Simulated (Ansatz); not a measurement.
An Ansatz (a first-principles code) input (Ansatz LDA, no SOC):

Ansatz 0.2 input:
```yaml
crystal:
  lattice:
    - [4.005992896, 0, 0]
    - [0, 4.005992896, 0]
    - [2.002996448, -2.002996448, 2.7493510732]
  atoms:
    - { symbol: Be, position: [0, 0, 0] }
    - { symbol: Te, position: [0.75, 0.75, 0.5] }
basis: { ecutwfc: 420, ecutrho_ratio: 4, xc_grid: 2, fft_grid_basis: typed }
kpoints: { mp_grid: { grid: [10, 10, 10] } }
hamiltonian:
  xc: lda
  dispersion: none
  pseudopotentials: { kind: paw }
scf: { occupations: { method: fermi_dirac, width: 0.05 } }
relax: { f_tol: 0.005, max_steps: 50, cell: { stress_tol: 0.01, fix: [a, b, gamma] } }
output: { forces: true, stress: true }
checkpoint: { write: state.ck, write_every: 1000 }
```

**Question.** Which symmetry and how many k-points will the program report, and about how many plane waves at Γ?

**Answer.** Space group I-4m2 (ITA 119) with 8 operations, k-points 102 of 1000, and 877 plane waves at Γ.

**Question.** And the final pressure?

**Answer.** -1.40 GPa (compression positive).

The cells carry an imposed strain or load. Stability against distortions was not tested. The cell was made from BeTe in the zinc blende structure (space group F-43m, No. 216) by this change: biaxial strain +2.00 %, plane normal [001], relaxed out of plane.
